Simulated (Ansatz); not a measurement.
System: zinc-blende KF (model structure). Method: r²SCAN-D4 (Ansatz, a first-principles code, plane waves, PAW).

Run with plane-wave cutoff 500 eV, 10×10×10 k mesh, gaussian smearing 0.02 eV, scalar-relativistic PAW data made under PBE.

Cell (relaxed at this level):

Space group F-43m (No. 216); a = b = c = 5.8611 Å, α = β = γ = 90.00°

```
atom  site  symmetry       x       y       z
----  ----  --------  ------  ------  ------
K       4a      -43m  0.0000  0.0000  0.0000
F       4d      -43m  0.7500  0.7500  0.7500
```
(The calculation used a cell of 2 atoms; values per cell refer to that cell.)

Problem. What does this level give for the band gap?

Solution. 
band gap: 5.76 eV (on the SCF k mesh)

Note: the relaxation could raise the start's symmetry but not lower it, so the cell can be a saddle point.

Computed values are for the static lattice.

A model structure was made by putting elements into a prototype or built by hand; it is no filed structure, need not be a known phase, and can be a saddle point held by its symmetry.
